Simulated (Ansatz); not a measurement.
The reference is ZrB₂ (space group P6/mmm, No. 191; relaxed with 0.1 eV smearing).

```xyz
3
Lattice="3.1552 0.0000 0.0000 -1.5776 2.7325 0.0000 0.0000 0.0000 3.5062" Properties=species:S:1:pos:R:3 pbc="T T T"
Zr     0.0000     0.0000     0.0000
B      1.5776     0.9108     1.7531
B      0.0000     1.8217     1.7531
```

Cartesian axes are those of the cell as printed.

The values are results of Ansatz (an electronic-structure program) PBEsol, without spin-orbit coupling, not measurements.

One thing is altered: biaxial strain −2.50 %, plane normal [001], relaxed out of plane (Cartesian); in-plane vectors clamped, the third vector and the atoms free.

Question: How does this affect the ratio −ε⊥/ε∥ and in-plane stress?

Answer: The ratio −ε⊥/ε∥ is 0.59; the mean in-plane stress (compression positive) amounts to +15.5 GPa.

No phonon test of stability was made. The final runs are not spin-polarised.
